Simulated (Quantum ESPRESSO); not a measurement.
Input and output of a self-consistent single point for NiH3 (P6_3/mmc, 8 atoms in the cell) (Quantum ESPRESSO).

Method: LDA (PZ), PSlibrary ultrasoft (LDA) pseudopotentials (plane waves; Quantum ESPRESSO).

```
NiH3
1.0
    5.10811     0.00000     0.00000
   -2.55405     4.42375     0.00000
    0.00000     0.00000     2.34043
Ni H
2 6
Direct
  0.66667   0.33333   0.25000
  0.33333   0.66667   0.75000
  0.41911   0.20955   0.75000
  0.58089   0.79044   0.25000
  0.20955   0.41911   0.25000
  0.79044   0.58089   0.75000
  0.79044   0.20955   0.75000
  0.20955   0.79044   0.25000
```

Reference input (self-consistent single point, DFT, LDA (PZ), plane waves, PSlibrary ultrasoft (LDA) pseudopotentials): ecutwfc = 55 Ry; ecutrho = 330 Ry; occupations = smearing; smearing = cold; degauss = 0.0036749 Ry; potentials = {Ni: Ni.pz-n-rrkjus_psl.1.0.0.UPF, H: H.pz-rrkjus_psl.1.0.0.UPF}; K_POINTS = automatic 5 5 9 0 0 0; conv_thr = 1e-09 Ry; mixing_beta = 0.7. This run's input differs from it in these lines:

```diff
@@ -36,3 +36,3 @@
 K_POINTS {automatic}
-5 5 9  0 0 0
+15 15 27  0 0 0
```

The program printed (abridged):

```
     Self-consistent Calculation

     iteration #  1     ecut=    55.00 Ry     beta= 0.70

     total energy              =    -206.97451630 Ry
     estimated scf accuracy    <       0.30396024 Ry

     iteration #  2     ecut=    55.00 Ry     beta= 0.70

     total energy              =    -206.82525444 Ry
     estimated scf accuracy    <       2.00900842 Ry

     iteration #  3     ecut=    55.00 Ry     beta= 0.70

     total energy              =    -207.11815324 Ry
     estimated scf accuracy    <       0.01046174 Ry

   [... 6 blocks of this kind left out ...]

     iteration # 10     ecut=    55.00 Ry     beta= 0.70

     total energy              =    -207.12103382 Ry
     estimated scf accuracy    <          5.1E-09 Ry

     iteration # 11     ecut=    55.00 Ry     beta= 0.70
     End of self-consistent calculation

     Number of k-points >= 100: set verbosity='high' to print the bands.

     the Fermi energy is     5.5141 ev

!    total energy              =    -207.12103383 Ry
     estimated scf accuracy    <          2.8E-11 Ry
     smearing contrib. (-TS)   =      -0.00001858 Ry
     internal energy E=F+TS    =    -207.12101524 Ry

     convergence has been achieved in  11 iterations

     Forces acting on atoms (cartesian axes, Ry/au):

     atom    1 type  1   force =     0.00000000   -0.00000000   -0.00000000
     atom    2 type  1   force =    -0.00000000    0.00000000   -0.00000000
     atom    3 type  2   force =    -0.00628962   -0.00363131   -0.00000000
     atom    4 type  2   force =     0.00628962    0.00363131    0.00000000
   [... lines left out ...]

     Total force =     0.017790     Total SCF correction =     0.000001

          total   stress  (Ry/bohr**3)                   (kbar)     P=       -6.94
   0.00005285   0.00000000   0.00000000            7.77        0.00        0.00
   0.00000000   0.00005285  -0.00000000            0.00        7.77       -0.00
   0.00000000  -0.00000000  -0.00024725            0.00       -0.00      -36.37

   JOB DONE.
```

The run converged in 11 iterations. Against the reference run the free energy is nearly the same (within 1 meV/atom), the pressure goes from -0.56 to -0.69 GPa and the largest force goes from 0.167 to 0.187 eV/Å.

The starting cell comes from a database of computed structures (which also holds hypothetical and non-ambient phases and stackings), without a prior relaxation at this level. Spin polarisation is off.

Cost on one core of a shared machine: roughly 3 min.
